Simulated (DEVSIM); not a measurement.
System: Pd/La2O3/p-InP capacitor, at 300 K.

```
layer (left to right)  material  thickness (nm)  Na (cm⁻³)
---------------------  --------  --------------  ---------
1                         La2O3            3.10          -
2                           InP           19000     1.1e15
```

Metal gate on the left, work function 5.2 eV. Fixed charge at the semiconductor interface 8e11 cm⁻² (in units of +e); interface traps 6.3e11 cm⁻² eV⁻¹, uniform in energy, neutral level at 0.5 of the gap above the valence band.

Constants are typed, rounded textbook-type inputs, not results; the design itself was drawn at random and stands for no fabricated device. Values at 300 K; Nc and Nv go as T^1.5, mobilities as T to minus their exponent, the gap by Varshni's rule with the affinity fixed.

```
parameter         La2O3       InP
----------------  -----  --------
gap (eV)            5.8     1.344
affinity (eV)       1.8      4.38
permittivity         27      12.5
Nc (cm⁻³)             -    5.7e17
Nv (cm⁻³)             -    1.1e19
Varshni α (eV/K)      -  0.000363
Varshni β (K)         -       162
```

DEVSIM, 1D Poisson equation in equilibrium, Boltzmann statistics, complete ionisation; no quantum confinement or tunnelling. Metal contacts follow the ideal Schottky-Mott rule: no Fermi-level pinning, no interface dipoles.

Base results: threshold voltage (band bending 2φF) (V) 0.65; flat-band voltage (V) -0.31; minimum of the low-frequency capacitance (μF/cm²) 0.111.

**Question.** What follows from this one change: gate work function 5.2 → 5.5 eV?

**Answer.** threshold voltage (band bending 2φF) 0.65 → 0.95 V; flat-band voltage -0.31 → -0.01 V; minimum of the low-frequency capacitance little changed (0.111 μF/cm²).

**Question.** What follows from this one change: temperature 300 → 250 K?

**Answer.** threshold voltage (band bending 2φF) 0.65 → 0.68 V; flat-band voltage -0.31 → -0.37 V; minimum of the low-frequency capacitance little changed (0.110 μF/cm²).

**Question.** What follows from this one change: interface trap density 6.3e+11 → 1e+12 cm^-2 eV^-1?

**Answer.** threshold voltage (band bending 2φF) little changed (0.65 V); flat-band voltage little changed (-0.31 V); minimum of the low-frequency capacitance 0.111 → 0.168 μF/cm².

**Question.** What follows from this one change: fixed charge 8e+11 → -9.1e+12 cm^-2?

**Answer.** threshold voltage (band bending 2φF) 0.65 → 0.86 V; flat-band voltage -0.31 → -0.10 V; minimum of the low-frequency capacitance little changed (0.111 μF/cm²).
